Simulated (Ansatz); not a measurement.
**How the lattice parameter a of TiC (model structure, P6₃/mmc, No. 194, 4 atoms in the cell) moves with the method**

No measured value is used here.

```json
[
 {"level (code)": "PBE (Ansatz)", "value (Å)": "(withheld)"},
 {"level (code)": "PBEsol (Ansatz)", "value (Å)": "3.583"},
 {"level (code)": "PBE-D3(BJ) (Ansatz)", "value (Å)": "3.579"},
 {"level (code)": "r²SCAN (Ansatz)", "value (Å)": "3.605"},
 {"level (code)": "r²SCAN+rVV10 (Ansatz)", "value (Å)": "3.598"}
]
```

Question: What belongs in the gaps?

Answer: 
- PBE (Ansatz, an electronic-structure program), value (Å): 3.615

Cutoffs differ between the levels. Ansatz's density-functional and Hartree–Fock values are scalar-relativistic unless marked +SOC, with PAW data made under PBE.

A model structure was made by putting elements into a prototype or built by hand; it is no filed structure, need not be a known phase, and can be a saddle point held by its symmetry.
